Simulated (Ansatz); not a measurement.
Cell and atoms of amorphous Ti20O42Hf:

```
CELL_PARAMETERS angstrom
      8.90573    -0.18707     0.12485
     -0.18707     9.23403    -0.06263
      0.12485    -0.06263     9.42643
ATOMIC_POSITIONS crystal
  Ti 0.66503 0.79433 0.51558
  Ti 0.60833 0.49087 0.70678
  Ti 0.93209 0.63974 0.74333
  Ti 0.33895 0.24153 0.14043
  Ti 0.03378 0.71040 0.06949
  Ti 0.39438 0.91422 0.65624
  Ti 0.05400 0.63139 0.39779
  Ti 0.04279 0.10357 0.06486
  Ti 0.73201 0.23017 0.10022
  Ti 0.35411 0.75588 0.27611
  Ti 0.89212 0.92774 0.31212
  Ti 0.03242 0.24495 0.40909
  Ti 0.63119 0.65155 0.05181
  Ti 0.39493 0.90629 0.96888
  Ti 0.94738 0.29572 0.83027
  Ti 0.72477 0.42662 0.34408
  Ti 0.01492 0.01165 0.68026
  Ti 0.35924 0.41820 0.47682
  Ti 0.52931 0.09305 0.35708
  Ti 0.64962 0.12077 0.73678
  O  0.82748 0.45755 0.79368
  O  0.60160 0.29731 0.68374
  O  0.93186 0.84402 0.72626
  O  0.03543 0.08224 0.86841
  O  0.70729 0.43346 0.14846
  O  0.02248 0.90008 0.14179
  O  0.26040 0.07133 0.04390
  O  0.04963 0.60274 0.59688
  O  0.98288 0.04206 0.44680
  O  0.18102 0.29586 0.51724
  O  0.27877 0.74731 0.08778
  O  0.92280 0.41874 0.40463
  O  0.16091 0.79394 0.37076
  O  0.53651 0.66091 0.22763
  O  0.45936 0.77743 0.51034
  O  0.73126 0.64957 0.64635
  O  0.03600 0.57919 0.20055
  O  0.84598 0.07617 0.16690
  O  0.66432 0.92362 0.65633
  O  0.69048 0.94494 0.36884
  O  0.85864 0.73801 0.39176
  O  0.82934 0.69071 0.01687
  O  0.38648 0.48889 0.67490
  O  0.53264 0.16379 0.11775
  O  0.12904 0.21825 0.23516
  O  0.27260 0.55077 0.37847
  O  0.21001 0.97259 0.63105
  O  0.40711 0.27452 0.33368
  O  0.41021 0.94605 0.27335
  O  0.72648 0.17569 0.90561
  O  0.08941 0.64228 0.88715
  O  0.32126 0.39651 0.03370
  O  0.12989 0.37585 0.80571
  O  0.57895 0.48210 0.47520
  O  0.88116 0.17333 0.66675
  O  0.46170 0.03816 0.81629
  O  0.48261 0.08232 0.53805
  O  0.35120 0.78229 0.81318
  O  0.53879 0.55381 0.89443
  O  0.57155 0.84027 0.01033
  O  0.70441 0.23379 0.33665
  O  0.94936 0.28597 0.03222
  Hf 0.28846 0.53144 0.86716
```

Methods: PBE, scalar-relativistic without spin-orbit coupling (Ansatz, a program for electronic structure); r2SCAN, scalar-relativistic without spin-orbit coupling (Ansatz); HSE06, scalar-relativistic without spin-orbit coupling (Ansatz). Neutral PBE cell, which sets geometry, pressure and energy: sampling: a 2×2×2 Γ-centred mesh; Fermi-Dirac width 0.02 eV; no spin polarisation. Exact exchange is cut at the faces of this 9 Å cell, which leaves hybrid gaps a finite-size error.

It comes from a melt-quench run on a machine-learned potential (CHGNet), relaxed afterwards by DFT. O atoms were pushed apart under 1.9 Å during the dynamics, to hinder bonds among them. The hot cell started wider than the set density and was brought back towards it in steps. It is the lowest in DFT energy of 2 quenches. It is a model cell: composition and starting density were chosen by hand, and all elements were melted together. No dispersion term was used. Its density started from a set value of 3.88 and ended at 3.88 g/cm³. The quench (nominally 360 K/ps over its main leg) was far faster than any real one, so the model tends to hold more defects than a real film. A cell of this size samples the disorder only roughly. The volume was held where the preparation left it and the shape relaxed.

Task: Give the pressure, the energy against reference phases and the spacing of the highest filled and lowest empty levels.

Result: 
The pressure on a 2×2×2 Γ-centred mesh is 0.50 GPa. The largest force and stress component on that mesh (the relaxation ran on the zone centre alone) is 0.12 eV/Å and 0.5 GPa. The energy relative to anatase TiO2 + HfO2 (P2_1/c) (lowest mix at this level among the phases computed, not always the ambient ones) comes out as 0.134 eV/atom. The gap on a 2×2×2 Γ-centred mesh (PBE) is 2.74 eV and the gap at the zone centre (PBE) is 2.78 eV. The gap at the zone centre (r2SCAN) comes out as 3.14 eV and the gap at the zone centre (HSE06) is 4.33 eV. The distance between the nearest levels spread over more than a fifth of the atoms or a third of the atoms of their main element (six at least) (PBE, zone centre) comes out as 2.78 eV.

Task: At PBE and the zone centre, how localised are the states just below and above the Fermi level (participation number: the atoms over which a state spreads)?

Result: The highest filled state is spread over 24.0 atoms' worth, largest on O27, with weights by element (charge in smoothed Voronoi cells) O 0.93, Ti 0.07, Hf 0.00. The lowest empty state is spread over 19.4 atoms' worth, largest on Ti11, with weights by element (charge in smoothed Voronoi cells) Ti 0.79, O 0.20, Hf 0.01.

Cut-offs for bonds: Ti-Ti 3.12 Å, Ti-O 2.56 Å, Ti-Hf 3.23 Å, O-O 1.58 Å, O-Hf 2.65 Å, Hf-Hf 3.34 Å. Two cations that share two anions don't count as bonded, nor two that share one unless they lie closer than Ti-Ti 3.04 Å, Ti-Hf 3.15 Å, Hf-Hf 3.25 Å.

Added carriers, by PBE, scalar-relativistic without spin-orbit coupling run with Ansatz on the zone centre alone. Charged cells keep the cell fixed and stand in a uniform background, with no image correction, at a width of 0.01 eV; where the count is odd the moment is locked at 1 μB, unless the neutral cell bore moments. Each starts from the undistorted neutral geometry alone. PBE's self-interaction favours spread-out carriers, so it can miss traps that a hybrid finds.

Task: What happens at PBE when the cell takes an extra electron and the atoms relax?

Result: Relaxation lowers the charged cell by 0.06 eV. The largest moves are O41 0.05 Å, O24 0.04 Å, O27 0.04 Å, Ti13 0.04 Å. The level that holds the added charge spreads over 18.0 atoms' worth, most on Ti11 (weight 0.12): a carrier spread over the cell. No bond crosses its cut-off with a change of over 0.15 Å (metal-metal contacts aside). Made neutral again at that geometry, the cell lies +0.08 eV from the neutral start.

Task: What happens at PBE when the cell takes a hole and the atoms relax?

Result: Relaxation lowers the charged cell by 0.06 eV. The largest moves are O24 0.08 Å, O55 0.07 Å, O38 0.07 Å, Hf63 0.06 Å. The level that was emptied spreads over 20.0 atoms' worth, most on O24 (weight 0.10): a carrier spread over the cell. No bond crosses its cut-off with a change of over 0.15 Å (metal-metal contacts aside). Made neutral again at that geometry, the cell lies +0.10 eV from the neutral start.
